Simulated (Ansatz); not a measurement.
**Response to strain in BP**

Start from BP in the zinc blende structure (space group F-43m, No. 216; a = 4.491 Å). Axes: x, y, z lie along the cube axes.

Strains are applied to the cell and any free atomic positions relax; under biaxial strain the out-of-plane vector relaxes too.

Level of theory: DFT with LDA, PAW potentials and a 420 eV plane-wave cutoff in Ansatz (a first-principles code), without spin-orbit coupling.

Base values:

* **Band gap**: 1.14 eV

Task: The aim is a band gap between 0.76 eV and 0.84 eV. Which of these changes reaches it?
A) biaxial strain −0.50 %, plane normal [001], relaxed out of plane
B) biaxial strain −2.50 %, plane normal [001], relaxed out of plane
C) biaxial strain +3.00 %, plane normal [001], relaxed out of plane

Result: B, biaxial strain −2.50 %, plane normal [001], relaxed out of plane. It gives 0.81 eV; biaxial strain −0.50 %, plane normal [001], relaxed out of plane gives 1.08 eV; biaxial strain +3.00 %, plane normal [001], relaxed out of plane gives 0.56 eV. Changes not listed may reach it too

Whether these cells are dynamically stable was not tested.
